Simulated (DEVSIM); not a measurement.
Device: abrupt Si p-n junction, at 300 K.

```
layer (left to right)  material  thickness (μm)  Nd (cm⁻³)  Na (cm⁻³)  τn (s)  τp (s)
---------------------  --------  --------------  ---------  ---------  ------  ------
1                            Si            1.00          -     8.1e17  1.3e-5  1.3e-5
2                            Si            1.70     2.5e17          -  1.3e-5  1.3e-5
```

Left contact: ohmic. Right contact: ohmic. Voltage is applied to the left contact. Recombination: SRH at mid-gap, radiative. Mobility is μmin + (μ − μmin)/(1 + (N/Nref)^α).

This is a model device: material constants are rounded textbook-type values typed into the input, and sizes, dopings and lifetimes were drawn at random. Values at 300 K.

```
parameter           Si
-------------  -------
gap (eV)         1.124
affinity (eV)     4.05
permittivity      11.7
Nc (cm⁻³)      2.86e19
Nv (cm⁻³)       3.1e19
μn (cm²/Vs)       1417
μp (cm²/Vs)        470
μn,min              52
μp,min              45
Nref,n          9.7e16
Nref,p          2.2e17
αn                0.68
αp                0.72
B (cm³/s)      4.7e-15
```

DEVSIM, 1D drift-diffusion, Boltzmann statistics, complete ionisation; no tunnelling, impact ionisation, image-force lowering or self-heating.

Question: Give the dark forward current.

Answer: 
(V (V), J (A/cm²)): (0.05, 8.6e-11); (0.10, 4.3e-10); (0.15, 2.2e-9); (0.20, 1.3e-8); (0.25, 8.0e-8); (0.30, 5.4e-7); (0.35, 3.6e-6); (0.40, 2.5e-5); (0.45, 0.00017); (0.50, 0.0012); (0.55, 0.0082); (0.60, 0.057); (0.65, 0.39); (0.70, 2.7); (0.75, 19); (0.80, 120); (0.85, 730); (0.90, 3100)
